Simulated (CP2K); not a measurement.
## A short convergence ladder for Se (C2, 3 atoms in the cell)

```yaml
crystal:
  lattice:
    - [4.38311, 0.00000, 0.00000]
    - [-2.19156, 3.79589, 0.00000]
    - [0.00000, 0.00000, 4.96485]
  atoms:
    - { symbol: Se, position: [0.00000, 0.22500, 0.66667] }
    - { symbol: Se, position: [0.78641, 0.78641, 0.00000] }
    - { symbol: Se, position: [0.22500, 0.00000, 0.33333] }
```

Base method: CP2K with LDA (Pade form), GPW, DZVP-MOLOPT-SR-GTH basis, GTH-PADE potentials (GTH_POTENTIALS).

Base settings: CUTOFF = 400 Ry; REL_CUTOFF = 60 Ry; SMEAR/METHOD = FERMI_DIRAC; ELECTRONIC_TEMPERATURE = 116.05 K; KPOINTS/SCHEME = MONKHORST-PACK 3 3 2; GAMMA_CENTERED = T; XC_FUNCTIONAL = PADE; Se/BASIS_SET = DZVP-MOLOPT-SR-GTH-q6; Se/POTENTIAL = GTH-PADE-q6; METHOD = GPW.

**The setting basis**

Level: DFT LDA (Pade form), GPW, TZV2P-MOLOPT-SR-GTH basis, GTH-PADE potentials (GTH_POTENTIALS).

Moved along: ADDED_MOS, Se/BASIS_SET.

The second cell is the first with its lattice scaled by 0.98.

The mesh stays at the base's, so the ladder's end is converged at best in this setting alone.

The sets are ordered by size and need not be nested.

Only quantities that move along the ladder and can be compared are tabulated; the gap is left out on so coarse a mesh.

| basis (functions) | free energy less the last step's (meV/atom) | energy of the compressed cell less the first (meV/atom) | pressure (GPa) | largest difference of a force vector from the last step's (eV/Å) |
|---|---|---|---|---|
| SZV-MOLOPT-SR-GTH-q6 (12) | 1029.38 | 141.19 | 11.10 | 2.400 |
| DZVP-MOLOPT-SR-GTH-q6 (39) | 46.27 | 23.90 | 0.43 | 0.049 |
| TZVP-MOLOPT-SR-GTH-q6 (51) | 24.98 | 23.93 | 0.47 | 0.006 |
| TZV2P-MOLOPT-SR-GTH-q6 (66) | 0.00 | 23.16 | 0.40 | 0.000 |

Coarsest basis (functions) that holds the free energy within 5 meV/atom: not settled: the last two steps still differ by 25 meV/atom, over half the tolerance, so the ladder does not show it.

Coarsest basis (functions) that holds the energy of the compressed cell less the first within 2 meV/atom of the last step, with all finer ones: DZVP-MOLOPT-SR-GTH-q6 (39); the step before is off by 120 meV/atom.

Coarsest basis (functions) that holds the forces within 0.02 eV/Å of the last step, with all finer ones: TZVP-MOLOPT-SR-GTH-q6 (51); the step before is off by 0.049 eV/Å.

On the base run: the starting cell has typed, rounded lattice constants, without a prior relaxation at this level. Its lattice was rescaled by up to half a per cent. One atom was moved a little off its site on purpose. Values carry the incompleteness of an atom-centred basis.

Left out of this page: 2 runs of the series failed or unconverged.
